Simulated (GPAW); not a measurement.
## Short convergence ladders for Ga (Cm, 4 atoms in the cell)

```xyz
4
Lattice="2.2487 -3.8108 0.0000 2.2487 3.8108 0.0000 0.0000 0.0000 4.5073" Properties=species:S:1:pos:R:3 pbc="T T T"
Ga     2.2487     2.6302     4.1923
Ga     2.2487     1.1806     1.8886
Ga     2.2487    -1.1806     2.6188
Ga     2.2487    -2.6302     0.3651
```

Base method: PBEsol, GPAW PAW datasets PBEsol (made by gpaw-setup) (plane waves; GPAW).

Base settings: mode = pw; ecut = 600 eV; xc = PBEsol; kpts = 4 4 4; mesh shift (steps) = 0 0 0; occupations.name = methfessel-paxton; occupations.width = 0.1 eV; occupations.order = 0; nbands = -12; convergence.density = 1e-05 e/electron.

The count of work is k-points × plane waves × bands × iterations; it is no time. 

**The k-point mesh**

The second cell is the first with its lattice scaled by 0.98.

Only quantities that move along the ladder and can be compared are tabulated.

```csv
kpts,free energy less the last step's (meV/atom),energy of the compressed cell less the first (meV/atom),pressure (GPa),largest difference of a force vector from the last step's (eV/Å),count of work / last
2 2 1,753.83,88.12,9.68,1.176,0.043
3 3 2,118.16,15.62,0.18,0.517,0.11
4 4 3,-29.53,14.57,0.12,0.094,0.16
4 4 4,-23.93,14.34,0.15,0.168,0.24
6 6 5,-3.95,15.80,0.19,0.035,0.59
7 7 6,0.00,15.61,0.13,0.000,1.0
```

Coarsest kpts that holds the energy of the compressed cell less the first within 2 meV/atom of the last step, with all finer ones: 3 3 2, at 0.11 of the last step's count of work; the step before is off by 73 meV/atom.

Coarsest kpts that holds the forces within 0.02 eV/Å: not settled: the last two steps still differ by 0.035 eV/Å, over half the tolerance, so the ladder does not show it.

Coarsest kpts that holds the pressure within 0.2 GPa of the last step, with all finer ones: 3 3 2, at 0.11 of the last step's count of work; the step before is off by 9.5 GPa.

**The k-point mesh at a smearing width of 0.05 eV**

In this ladder: occupations.width = 0.05 eV.

The second cell is the first with its lattice scaled by 0.98.

Only quantities that move along the ladder and can be compared are tabulated.

| kpts | free energy less the last step's (meV/atom) | energy of the compressed cell less the first (meV/atom) | pressure (GPa) | largest difference of a force vector from the last step's (eV/Å) | count of work / last |
|---|---|---|---|---|---|
| 3 3 3 | -6.40 | 17.19 | 0.36 | 0.152 | 0.031 |
| 5 5 4 | -21.54 | 14.49 | 0.05 | 0.078 | 0.092 |
| 6 6 6 | 1.03 | 15.74 | 0.14 | 0.041 | 0.19 |
| 8 8 7 | 2.22 | 15.71 | 0.13 | 0.068 | 0.41 |
| 11 11 10 | 0.00 | 16.13 | 0.19 | 0.000 | 1.0 |

Coarsest kpts that holds the pressure within 0.1 GPa: not settled: the last two steps still differ by 0.06 GPa, over half the tolerance, so the ladder does not show it.

Coarsest kpts that holds the free energy within 5 meV/atom of the last step, with all finer ones: 6 6 6, at 0.19 of the last step's count of work; the step before is off by 22 meV/atom.

Coarsest kpts that holds the forces within 0.02 eV/Å: not settled: the last two steps still differ by 0.068 eV/Å, over half the tolerance, so the ladder does not show it.

**The SCF threshold**

Moved along: convergence.energy, convergence.eigenstates.

The mesh stays at the base's, so the ladder's end is converged at best in this setting alone.

Only quantities that move along the ladder and can be compared are tabulated.

```tsv
convergence.density	largest difference of a force vector from the last step's (eV/Å)	count of work / last
0.004 e/electron	0.043	0.10
0.0004 e/electron	0.009	0.17
4e-05 e/electron	0.000	0.25
1e-05 e/electron	0.000	0.27
4e-06 e/electron	0.000	0.33
1e-08 e/electron	0.000	1.0
```

Coarsest convergence.density that holds the forces within 0.02 eV/Å of the last step, with all finer ones: 0.0004 e/electron, at 0.17 of the last step's count of work; the step before is off by 0.043 eV/Å.

On the base run: the starting cell has typed, rounded lattice constants, without a prior relaxation at this level. Its lattice was rescaled by up to half a per cent. One atom was moved a little off its site on purpose. Without a gap this mesh is coarse (it stands for a supercell whose shortest vector is 18 Å).
